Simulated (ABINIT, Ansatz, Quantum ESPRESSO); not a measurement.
Code comparison for Ge (Fd-3m, 2 atoms in the cell)

Self-consistent single point.

```xyz
2
Lattice="0.0000 2.8201 2.8201 2.8201 0.0000 2.8201 2.8201 2.8201 0.0000" Properties=species:S:1:pos:R:3 pbc="T T T"
Ge     2.8201     2.8201     2.8201
Ge     4.2302     4.2302     4.2302
```

Shared settings, as Ansatz (a first-principles code) writes them: kpoints.mp_grid.grid = 8 8 8; magnetization.spin_orbit = true; scf.occupations.method = fermi_dirac; scf.occupations.width = 0.1 eV. Potentials and cutoffs stand in the table.

| code | model | pressure (GPa) | cutoff |
|---|---|---|---|
| Ansatz | PBE with spin-orbit coupling, default PAW files | 4.34 | 420 eV |
| Quantum ESPRESSO | PBE, spin-orbit coupling, PSlibrary fully relativistic ultrasoft (PBE) pseudopotentials | 4.72 | 30 Ry |
| ABINIT | PBE, spin-orbit coupling, PAW (JTH v2.0 PBE PAW) | 3.75 | 571 eV |

The spread over the programs that give each value: pressure within 0.97 GPa.

Ansatz's pressure is given at a fixed set of plane waves, as the other plane-wave codes print theirs.

The starting cell comes from a database of computed structures (which also holds hypothetical and non-ambient phases and stackings), without a prior relaxation at this level. Its lattice was rescaled by a random factor within 2.5 % of one.

Left out of this page: FLEUR (with a known weakness of the program); SIESTA (not drawn, or without a comparable value).

Keys are those of Ansatz 0.2.
